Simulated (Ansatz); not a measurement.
Consider the following.

```xyz
2
Lattice="0.0000 3.2485 3.2485 3.2485 0.0000 3.2485 3.2485 3.2485 0.0000" Properties=species:S:1:pos:R:3 pbc="T T T"
Sn     0.0000     0.0000     0.0000
Te     3.2485     3.2485     3.2485
```

No spin polarisation.

Level of theory: r2SCAN in Ansatz (plane waves to 500 eV, PAW, no spin-orbit coupling). Settings: 13×13×13 k-points, 0.05 eV Fermi–Dirac smearing.

### Question
Predict the electron mass, hole mass and space group.

### Answer
```json
{
  "electron_mass": "0.13 mₑ (at L)",
  "hole_mass": "0.14 mₑ along k, 0.033 mₑ across (at L)",
  "space_group": "Fm-3m (No. 225)"
}
```

With Te present, leaving out spin-orbit coupling can change the band edges. The levels and masses belong to the bands next to the band gap. The cells carry an imposed strain or load. Masses are band curvatures over ±0.01 Å⁻¹ around the edge. Along k means along the line from Γ to the band edge. Stability against distortions was not tested. The cell was made from SnTe in the rock salt structure (space group Fm-3m, No. 225) by this change: isotropic strain +2.00 %.

Ansatz is a program for electronic structure.
